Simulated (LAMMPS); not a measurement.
Molecular dynamics of a melt made from Ti (hcp), 1848 atoms, at 3110 K and 0 GPa, brought to that temperature within a few picoseconds.

Method: classical MD, pair style meam/spline, file Ti.meam.spline, run in LAMMPS.

| frequency (THz) | vibrational (phonon) density of states (1/THz) |
|---|---|
| 0.08200 | 0.0852 |
| 0.4100 | 0.0840 |
| 0.7375 | 0.0868 |
| 1.065 | 0.0908 |
| 1.393 | 0.0949 |
| 1.721 | 0.1022 |
| 2.049 | 0.1115 |
| 2.376 | 0.1189 |
| 2.704 | 0.1258 |
| 3.032 | 0.1330 |
| 3.360 | 0.1389 |
| 3.688 | 0.1448 |
| 4.015 | 0.1496 |
| 4.343 | 0.1493 |
| 4.671 | 0.1516 |
| 4.999 | 0.1494 |
| 5.326 | 0.1438 |
| 5.654 | 0.1380 |
| 5.982 | 0.1304 |
| 6.310 | 0.1187 |
| 6.638 | 0.1045 |
| 6.965 | 0.0884 |
| 7.293 | 0.0733 |
| 7.621 | 0.0605 |
| 7.949 | 0.0494 |
| 8.276 | 0.0399 |
| 8.604 | 0.0328 |
| 8.932 | 0.0270 |
| 9.260 | 0.0224 |
| 9.588 | 0.0185 |
| 9.915 | 0.0152 |
| 10.24 | 0.0129 |
| 10.57 | 0.0107 |
| 10.90 | 0.0090 |
| 11.23 | 0.0076 |
| 11.55 | 0.0066 |
| 11.88 | 0.0057 |
| 12.21 | 0.0048 |
| 12.54 | 0.0042 |
| 12.86 | 0.0036 |
| 13.19 | 0.0032 |
| 13.52 | 0.0027 |
| 13.85 | 0.0024 |
| 14.18 | 0.0021 |
| 14.50 | 0.0018 |
| 14.83 | 0.0016 |
| 15.16 | 0.0014 |
| 15.49 | 0.0012 |
| 15.82 | 0.0010 |
| 16.14 | 0.0009 |

Main features:
- state found: liquid
- mean frequency of the vibrational (phonon) density of states: 4.5 THz

Caution: a run this short can hold a crystal over, or a liquid under, the potential's own melting point, which these runs don't give.
